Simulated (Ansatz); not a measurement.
GaP (F-43m): band-edge transport data

Here is the system:

```yaml
crystal:
  lattice:
    - [0.00000, 2.63419, 2.63419]
    - [2.63419, 0.00000, 2.63419]
    - [2.63419, 2.63419, 0.00000]
  atoms:
    - { symbol: Ga, position: [0.00000, 0.00000, 0.00000] }
    - { symbol: P, position: [0.25000, 0.25000, 0.25000] }
```

All values below come from PBEsol with spin-orbit coupling, rigid bands (plane waves, PAW; Ansatz, a program for electronic structure). Condition of this run: hydrostatic pressure 10 GPa (the target of the relaxation). How the cell was made: cell and atoms relaxed with PBEsol, then loaded as said.

```yaml
band_gap: 1.23 eV
electron conductivity mass (300 K, dilute): 0.34 mₑ
hole conductivity mass (300 K, dilute): 0.44 mₑ
effective density of states N_c (300 K): 4.3e19 cm⁻³
effective density of states N_v (300 K): 2.0e19 cm⁻³
density_of_states_mass_electrons: 1.43 mₑ
density_of_states_mass_holes: 0.86 mₑ
Seebeck coefficient, n-type 1e19 cm⁻³, 300 K: -331 μV/K
best n-type power factor at 300 K for τ = 10 fs (best axis; densities from 1e16 to 1e21 cm⁻³ tried, whether or not they can be reached): 16.5 μW/(cm·K²) at 1e20 cm⁻³
Seebeck coefficient, p-type 1e19 cm⁻³, 300 K: 309 μV/K
best p-type power factor at 300 K for τ = 10 fs (best axis; densities from 1e16 to 1e21 cm⁻³ tried, whether or not they can be reached): 14.3 μW/(cm·K²) at 3e20 cm⁻³
```

Rigid bands; masses and Seebeck coefficients take one relaxation time τ for all states and one kind of carrier; polarons and phonon drag are left out.
